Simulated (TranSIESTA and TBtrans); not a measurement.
Run with TranSIESTA and TBtrans (open boundaries, self-consistent; PseudoDojo norm-conserving potentials, scalar-relativistic): PAO.BasisSize DZP, PAO.EnergyShift 0.15 eV, XC.Authors PBE, Mesh.Cutoff 200 Ry, ElectronicTemperature 300 K, TS.Voltage 0.0 eV, TBT.Elecs.Eta 0.001 eV, no spin polarisation.

Device: Si chain bridged by a linear C2 unit along the axis. Leads: straight Si chain, spacing 2.25 Å. Geometry: 4 atoms about the centre moved by SIESTA (PBE, DZP) to a largest force of 0.02 eV/Å, all others as built, motion along the axis alone.

**Question.** Give the largest eigenchannel transmissions at the Fermi level (four at most) and the total.

**Answer.** 0.96, 0.96, 0.095; total 2.01. The straight chain is held at its spacing; free chains may zigzag or dimerise. No spin-polarised start was tried, so a magnetic state, if there is one, is missed.
